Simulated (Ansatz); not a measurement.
Consider ZrO2 in the fluorite structure (space group Fm-3m, No. 225; a = 5.0891 Å).

The values are results of Ansatz (a quantum-chemistry and plane-wave program) r2SCAN, scalar-relativistic without spin-orbit coupling, earlier PAW set, not measurements.

One change was made to it. Results:

The valley order (the lowest conduction-band minima on the path, energy above the VBM, named in the base's zone) goes from Γ 3.89 eV; a point along ⟨110⟩, about 0.8 Å⁻¹ from Γ 4.29 eV; X along ⟨100⟩ 4.29 eV; L along ⟨111⟩ 4.49 eV to Γ 4.17 eV; a point along ⟨110⟩, about 0.9 Å⁻¹ from Γ 4.63 eV; X along ⟨100⟩ 4.67 eV; L along ⟨111⟩ 4.90 eV; the density increases by 0.62 g/cm³ to 6.83 g/cm³.

Q: Which of these changes matches the shifts?
A. pressure 0.9 GPa
B. pressure 2.1 GPa
C. pressure −2 GPa
D. pressure 30 GPa

A: D, pressure 30 GPa. For comparison, the valley order in the other runs: pressure 2.1 GPa gives Γ 3.91 eV; a point along ⟨110⟩, about 0.8 Å⁻¹ from Γ 4.32 eV; X along ⟨100⟩ 4.32 eV; L along ⟨111⟩ 4.53 eV; pressure −2 GPa gives Γ 3.86 eV; X along ⟨100⟩ 4.26 eV; a point along ⟨110⟩, about 0.8 Å⁻¹ from Γ 4.26 eV; L along ⟨111⟩ 4.46 eV; pressure 0.9 GPa gives Γ 3.90 eV; a point along ⟨110⟩, about 0.8 Å⁻¹ from Γ 4.30 eV; X along ⟨100⟩ 4.30 eV; L along ⟨111⟩ 4.51 eV.

The levels and masses belong to the bands next to the band gap. Load acts through the strain it causes; cell and atoms are relaxed under it. No phonon test of stability was made. Competing high-pressure phases were not computed. This is not the structure that ZrO2 has at room temperature and ambient pressure.
